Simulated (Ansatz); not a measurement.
The reference is Ca in the fcc (Cu type) structure (space group Fm-3m, No. 225; a = 5.455 Å).

All numbers come from PBEsol (Ansatz, a quantum-chemistry and plane-wave program; PAW; 420 eV plane waves; no SOC).

For the base:

```
Property            Value
---------------  --------
Volume per atom  40.59 Å³
```

It is then changed as follows: Be takes the place of Ca on all its sites; the structure is relaxed again.

Tabulated Pauling electronegativity and covalent radius: Ca 1.00, 1.76 Å; Be 1.57, 0.96 Å.

**Question.** What happens to the volume per atom?

**Answer.** The volume per atom shrinks by 32.79 Å³ (40.59 Å³ → 7.80 Å³).

Whether these cells are dynamically stable was not tested. As relaxed here, Be is a hypothetical phase, not in the database extracts checked.
